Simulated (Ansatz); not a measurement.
Given:

```xyz
4
Lattice="3.1635 0.0000 0.0000 -1.5817 2.7397 0.0000 0.0000 0.0000 5.1543" Properties=species:S:1:pos:R:3 pbc="T T T"
Ga     0.0000     1.8264     0.0010
Ga     1.5817     0.9132     2.5782
N      0.0000     1.8264     1.9422
N      1.5817     0.9132     4.5193
```

No spin polarisation.

All numbers come from PBEsol in Ansatz (plane waves to 420 eV, PAW, no spin-orbit coupling). Settings: 12×12×7 k-points, 0.05 eV Fermi–Dirac smearing.

### Question
What is the computed electron mass?

### Answer
0.16 mₑ along c, 0.18 mₑ across (at Γ).

### Question
Predict the space group.

### Answer
P6_3mc (No. 186).

### Question
Estimate the width of the top valence band.

### Answer
2.88 eV.

The levels and masses belong to the bands next to the band gap. The cells carry an imposed strain or load. Effective masses come from finite differences of ±0.01 Å⁻¹. Stability against distortions was not tested. The cell was made from GaN in the wurtzite structure (space group P6_3mc, No. 186) by this change: isotropic strain −0.60 %.

Ansatz is a first-principles code.
